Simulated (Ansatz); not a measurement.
The starting structures come from a database of crystals and need not be the phases stable at ambient conditions.

Inside the gap of an insulator the Bloch states are evanescent, with a wavenumber k + iκ along the transport direction.

Input:

```xyz
5
Lattice="4.8602 0.0000 0.0000 0.0000 4.8602 0.0000 0.0000 0.0000 4.8602" Properties=species:S:1:pos:R:3 pbc="T T T"
Ca     0.0000     2.4301     2.4301
Ca     2.4301     0.0000     2.4301
Ca     2.4301     2.4301     0.0000
Sb     0.0000     0.0000     0.0000
N      2.4301     2.4301     2.4301
```

Space group of this cell: Pm-3m, anti-perovskite. The cell is taken as given; by PBEsol its mean pressure is -2.1 GPa.

Transport runs along the normal of the first two printed cell vectors, the (001) plane of the conventional cell.

No gap correction and no spin-orbit coupling; mid-gap values are interpolated between computed energies.

Problem. Estimate the band gap and the smallest decay constant κ at mid-gap that Ansatz (an electronic-structure program) with PBEsol returns for this system.

Solution. Gap 0.39 eV on a 6×6×6 mesh; κ = 0.044 1/Å, at the zone centre.
